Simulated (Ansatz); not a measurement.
The reference is Au in the fcc (Cu type) structure (space group Fm-3m, No. 225; a = 4.1245 Å; relaxed with 0.1 eV smearing).

Calculations: DFT with r2SCAN, PAW potentials and a 500 eV plane-wave cutoff in Ansatz (a quantum-chemistry and plane-wave program), spin-orbit coupling left out.

Strains are applied to the cell and any free atomic positions relax.

One change was made to it. Results:

The energy goes up by 7.9 meV/atom; the pressure goes from zero to 5.1 GPa.

Which of these changes matches the shifts?
A. isotropic strain −3.00 %
B. isotropic strain −2.50 %
C. isotropic strain −0.50 %
D. isotropic strain −1.00 %

D, isotropic strain −1.00 %. For comparison, the energy relative to the base in the other runs: isotropic strain −3.00 % gives +79 meV/atom; isotropic strain −0.50 % gives +1.9 meV/atom; isotropic strain −2.50 % gives +54 meV/atom.

Stability against distortions was not tested.
